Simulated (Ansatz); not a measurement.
**Pressure series in Ge**

Base system: Ge in the diamond structure (space group Fd-3m, No. 227; a = 5.674 Å).

Cell and atoms are relaxed at each pressure.

All numbers come from r2SCAN in Ansatz (plane waves to 500 eV, PAW, no spin-orbit coupling).

**Question.** Only one of these has a direct gap. Which?
A) pressure 60 GPa
B) pressure 9 GPa
C) pressure 1.8 GPa
D) pressure −1 GPa
E) pressure 45 GPa

**Answer.** D, pressure −1 GPa. Computed: pressure −1 GPa: direct at Γ; pressure 9 GPa: indirect, Γ → a point along ⟨100⟩, about 0.9 Å⁻¹ from Γ; pressure 60 GPa: indirect, Γ → Γ–X (81 % along); pressure 45 GPa: indirect, Γ → Γ–X (81 % along); pressure 1.8 GPa: indirect, Γ → L

Load acts through the strain it causes; cell and atoms are relaxed under it. Stability against distortions was not tested. The real Ge has an indirect gap at ambient pressure; r2SCAN orders its close-lying valleys differently. Measured, Ge leaves this structure (for the β-tin structure) near 10.6 GPa (room temperature; as listed in arXiv:1906.07825).

Ansatz is a first-principles code.
